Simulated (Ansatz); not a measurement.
## A computed series for Ta2N: pressure series

Take Ta₂N in the anti-CdI2 type structure (space group P-3m1, No. 164; a = 3.067 Å, c = 4.884 Å) as the base.

Cell and atoms are relaxed at each pressure.

Level of theory: r2SCAN+rVV10 (Ansatz, a program for electronic structure, PAW, no SOC).

Notes on the quantities. enthalpy: H = E + PV relative to the base's energy.

```json
[
 {"case": "base", "volume per atom": "13.26 Å³", "enthalpy": "–"},
 {"case": "pressure −2 GPa", "volume per atom": "13.35 Å³", "enthalpy": "-0.17 eV/atom"},
 {"case": "pressure −1 GPa", "volume per atom": "13.31 Å³", "enthalpy": "-0.08 eV/atom"},
 {"case": "pressure 0.9 GPa", "volume per atom": "13.22 Å³", "enthalpy": "+0.07 eV/atom"},
 {"case": "pressure 2.1 GPa", "volume per atom": "13.17 Å³", "enthalpy": "+0.17 eV/atom"},
 {"case": "pressure 4.5 GPa", "volume per atom": "13.07 Å³", "enthalpy": "+0.37 eV/atom"},
 {"case": "pressure 9 GPa", "volume per atom": "?", "enthalpy": "+0.73 eV/atom"},
 {"case": "pressure 15 GPa", "volume per atom": "12.67 Å³", "enthalpy": "+1.21 eV/atom"},
 {"case": "pressure 22.5 GPa", "volume per atom": "12.42 Å³", "enthalpy": "+1.80 eV/atom"},
 {"case": "pressure 30 GPa", "volume per atom": "12.19 Å³", "enthalpy": "+2.38 eV/atom"}
]
```

**Question.** Some entries are withheld; estimate them.

**Answer.** 
- pressure 9 GPa, volume per atom: 12.89 Å³

Load acts through the strain it causes; cell and atoms are relaxed under it. Stability against distortions was not tested. No other phases were tried under pressure. All final runs are without spin polarisation. An odd electron count without spin: Ta2N.
